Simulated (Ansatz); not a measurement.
Consider Eu in the bcc (W type) structure (space group Im-3m, No. 229; a = 4.4504 Å; ferromagnetic; relaxed with 0.1 eV smearing). Axes: x, y, z lie along the cube axes.

All numbers come from r2SCAN (Ansatz, an electronic-structure program, PAW, no spin-orbit coupling).

Base values:

```
Property  Result
--------  ------
Band gap    zero
```

The change: uniaxial stress, 3 GPa compression along x; all other stress components relax to zero.

Q: What happens to the strain response?

A: The strain response (xx, yy, zz) is (−16.07, +4.69, +4.69) %.

Q: What does the calculation give for the band gap after the change?

A: The band gap remains zero.

The magnetic state is the one reached from the starting moments; the real material's order can differ, and small cells can't hold many antiferromagnetic ones. The state of the 4f shell was not checked for lower solutions. Beyond what the load breaks, stability against distortions was not tested. Under uniaxial stress, 3 GPa compression along x the cell changed shape so far that it is another structure.
